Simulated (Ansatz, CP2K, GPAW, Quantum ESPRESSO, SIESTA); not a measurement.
# CaGa2 (P6/mmm, 3 atoms in the cell) computed with different codes at matched settings

Self-consistent single point.

```yaml
crystal:
  lattice:
    - [4.23886, 0.00000, 0.00000]
    - [-2.11943, 3.67096, 0.00000]
    - [0.00000, 0.00000, 4.41641]
  atoms:
    - { symbol: Ca, position: [0.00000, 0.00000, 0.00000] }
    - { symbol: Ga, position: [0.33333, 0.66667, 0.50000] }
    - { symbol: Ga, position: [0.66667, 0.33333, 0.50000] }
```

All programs got the same cell, k-point mesh and kind of occupations (in Ansatz's words: kpoints.mp_grid.grid = 7 7 6; scf.occupations.method = fermi_dirac; scf.occupations.width = 0.1 eV); potentials, basis and cutoffs are each program's usual ones.

| code | model | pressure (GPa) | k-points | cutoff |
|---|---|---|---|---|
| CP2K | PBEsol, GPW, TZVP-MOLOPT-SR-GTH basis, GTH-PBE potentials (GTH_POTENTIALS) | -0.76 | 148 | grid 600 Ry |
| SIESTA | GGA PBEsol, numerical atomic orbitals DZP, PseudoDojo PBEsol standard norm-conserving potentials (rewritten from UPF to PSML) | 2.73 | 151 | grid 350 Ry |
| Quantum ESPRESSO | PBEsol, PseudoDojo standard norm-conserving (PBESOL) pseudopotentials | -1.06 | 32 | 80 Ry |
| Ansatz | PBEsol, PAW files made with PBE | -1.12 | 32 | 420 eV |
| GPAW | PBEsol, GPAW PAW datasets PBEsol (made by gpaw-setup) | -0.29 | 32 | 600 eV |

The spread over the programs that give each value: pressure within 3.85 GPa.

The starting cell comes from a database of computed structures (which also holds hypothetical and non-ambient phases and stackings), without a prior relaxation at this level.

Task: Why do the programs differ, and what cannot be compared?

Result: Differences of this kind can come from the potentials, where these differ, and from what each basis and cutoff leave unconverged. The valence holds different numbers of electrons (CP2K 36, SIESTA 36, Quantum ESPRESSO 36, Ansatz (a first-principles code) 36, GPAW 16). The zero of total energies and Fermi levels follows the potentials and each program's conventions, so they are not compared here. CP2K and SIESTA use small atom-centred bases, whose incompleteness enters pressures, forces and empty levels differently from a plane-wave cutoff. Ansatz's pressure is given at a fixed set of plane waves, as the other plane-wave codes print theirs. The programs reduce the same mesh by symmetry to different extents, which changes the work and not the result. In the pressure, SIESTA (by 3.79) lies more than 1 GPa from the median of the plane-wave programs.

Left out of this page: ABINIT (with a known weakness of the program); Elk and FLEUR (not drawn, or without a comparable value).

Keys are those of Ansatz 0.2.
